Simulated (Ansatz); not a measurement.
Pressure series in Sc

Start from Sc in the hcp (Mg type) structure (space group P6_3/mmc, No. 194; a = 3.329 Å, c = 5.192 Å).

Cell and atoms are relaxed at each pressure.

Method: r2SCAN in Ansatz (plane waves to 500 eV, PAW, without spin-orbit coupling).

```tsv
pressure (GPa)	volume per atom (Å³/atom)
-2	25.904
-1	25.392
0	24.922
0.9	24.528
4.5	23.170
9	21.819
15	20.402
22.5	?
30	17.928
```

**Question.** Fit the third-order Birch–Murnaghan form P(V) = (3B₀/2)[(V₀/V)^(7/3) − (V₀/V)^(5/3)]·[1 + (3/4)(B₀′ − 4)((V₀/V)^(2/3) − 1)] (squares taken in P) to the rows shown and predict the withheld row.

**Answer.** Least squares on the printed values gives V₀ = 24.921 Å³/atom, B₀ = 54.8 GPa, B₀′ = 3.2; this predicts 19.029 Å³/atom, and the run gives 19.024 Å³/atom, 0.005 lower.

Load acts through the strain it causes; cell and atoms are relaxed under it. No phonon test of stability was made. Competing high-pressure phases were not computed. The final runs are not spin-polarised.

Ansatz is a program for electronic structure.
